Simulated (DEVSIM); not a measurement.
Device: abrupt Si p-n junction, at 400 K.

```tsv
layer (left to right)	material	thickness (μm)	Nd (cm⁻³)	Na (cm⁻³)	τn (s)	τp (s)
1	Si	0.410	-	5.6e15	1.6e-6	1.6e-6
2	Si	110	1.1e17	-	1.6e-6	1.6e-6
```

Left contact: ohmic. Right contact: ohmic. Voltage is applied to the left contact. Recombination: SRH at mid-gap, Auger. Mobility is μmin + (μ − μmin)/(1 + (N/Nref)^α).

This is a model device: material constants are rounded textbook-type values typed into the input, and sizes, dopings and lifetimes were drawn at random. Values at 300 K; Nc and Nv go as T^1.5, mobilities as T to minus their exponent, the gap by Varshni's rule with the affinity fixed.

| parameter | Si |
|---|---|
| gap (eV) | 1.124 |
| affinity (eV) | 4.05 |
| permittivity | 11.7 |
| Nc (cm⁻³) | 2.86e19 |
| Nv (cm⁻³) | 3.1e19 |
| μn (cm²/Vs) | 1417 |
| μp (cm²/Vs) | 470 |
| μn,min | 52 |
| μp,min | 45 |
| Nref,n | 9.7e16 |
| Nref,p | 2.2e17 |
| αn | 0.68 |
| αp | 0.72 |
| T exponent of μn | 2.3 |
| T exponent of μp | 2.2 |
| Cn (cm⁶/s) | 2.8e-31 |
| Cp (cm⁶/s) | 9.9e-32 |
| Varshni α (eV/K) | 0.000473 |
| Varshni β (K) | 636 |

Model (solved in DEVSIM): 1D drift-diffusion, Boltzmann statistics, complete ionisation; no tunnelling, impact ionisation, image-force lowering or self-heating.

The thickness of layer 1 was swept, all else fixed.

```
thickness of layer 1 (μm)  dark forward voltage at 1 A/cm² (V)  largest field in the device at zero bias (V/cm)  dark forward voltage at 100 A/cm² (V)
-------------------------  -----------------------------------  -----------------------------------------------  -------------------------------------
0.082                                                    0.132                                            58000                                  0.472
0.14                                                     0.152                                            42000                                  0.499
0.25                                                     0.190                                            34000                                  0.543
0.41                                                     0.234                                            32000                                  0.578
0.7                                                      0.269                                            32000                                  0.604
1.2                                                      0.294                                            32000                                  0.630
2                                                        0.315                                            32000                                  0.651
```

From the first row to the last the dark forward voltage at 1 A/cm² goes from 0.132 to 0.315. From the first row to the last the largest field in the device at zero bias goes from 58000 to 32000.
